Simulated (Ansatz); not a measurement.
Partial pair distribution functions of a relaxed model of amorphous Si₂₆O₃₆C₈, broadened by 0.06 Å; density 2.20 g/cm³. Calculation: PBE, scalar-relativistic without spin-orbit coupling (plane waves to 420 eV, PAW; Ansatz, a program for electronic structure). In the spin-polarised cell the level spacing at the Fermi energy can part levels of unlike spin.

The cell was made by melting and quenching with the CHGNet potential and then relaxed with DFT. O atoms were pushed apart under 1.9 Å during the dynamics, to hinder bonds among them. The hot cell started wider than the set density and was brought back towards it in steps. It is the lowest in DFT energy of 2 quenches. It is a model cell: composition and starting density were chosen by hand, and all elements were melted together. No dispersion term was used. Its density started from a set value of 2.20 and ended at 2.20 g/cm³. Cooling (nominally 400 K/ps over its main leg) ran many orders faster than in experiment, which tends to leave more defects and strain. Values belong to this one cell and scatter from quench to quench. The volume was held where the preparation left it and the shape relaxed, at a PBE pressure of -2.9 GPa (tension). Stress components on the final sampling reach 2.9 GPa.

```csv
r (Å),g Si-O,g Si-Si,g O-O,g C-C
1.15,0.00,0.00,0.00,0.01
1.25,0.00,0.00,0.00,1.18
1.35,0.00,0.00,0.00,16.18
1.45,0.09,0.00,0.00,28.37
1.55,3.99,0.00,0.00,5.89
1.65,14.15,0.00,0.00,0.10
1.75,4.38,0.00,0.00,0.00
1.85,0.13,0.00,0.00,0.00
1.95,0.00,0.00,0.00,0.00
2.05,0.00,0.00,0.00,0.00
2.15,0.00,0.00,0.00,0.00
2.25,0.00,0.15,0.00,0.01
2.35,0.00,1.30,0.05,0.62
2.45,0.00,1.24,0.47,2.89
2.55,0.00,0.34,2.50,0.84
2.65,0.05,0.31,4.56,0.02
2.75,0.13,0.87,3.98,0.00
2.85,0.46,1.40,1.56,0.00
2.95,0.65,1.53,0.48,0.00
3.05,0.60,1.80,0.71,0.00
3.15,0.64,2.70,0.56,0.17
3.25,0.63,1.46,0.59,1.46
3.35,0.77,0.78,0.71,0.79
3.45,1.25,0.60,0.74,0.03
3.55,0.97,0.51,0.72,0.00
3.65,0.91,0.44,0.77,0.00
3.75,0.95,0.43,0.68,0.00
3.85,1.14,0.30,0.61,0.00
3.95,1.53,0.64,0.63,0.00
4.05,1.69,0.75,1.03,0.00
4.15,1.66,1.14,1.05,0.00
4.25,1.68,1.28,0.86,0.01
4.35,1.65,1.07,0.89,0.33
4.45,1.16,1.16,1.10,1.22
4.55,0.84,0.88,1.11,1.82
4.65,0.86,0.58,1.28,0.68
4.75,0.71,0.93,1.10,1.27
4.85,0.63,1.12,1.09,1.18
4.95,0.77,1.39,1.07,0.71
```

Within 1.92 Å each Si has 2.65 O neighbours on average.
